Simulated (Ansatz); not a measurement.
# A computed series for BAs: pressure series

The parent structure is BAs in the zinc blende structure (space group F-43m, No. 216; a = 4.784 Å).

Cell and atoms are relaxed at each pressure.

Calculations: r2SCAN/PAW in Ansatz (a program for electronic structure), no SOC.

Candidates:
(a) pressure 5 GPa
(b) pressure 3 GPa
(c) pressure −1 GPa

Before the change:

The width of the top valence band comes out as 5.41 eV.

Problem. Order them by width of the top valence band, highest first.

Solution. (a) pressure 5 GPa (5.61 eV), (b) pressure 3 GPa (5.53 eV), (c) pressure −1 GPa (5.37 eV)

The levels and masses belong to the bands next to the band gap. Load acts through the strain it causes; cell and atoms are relaxed under it. Whether these cells are dynamically stable was not tested. No other phases were tried under pressure.
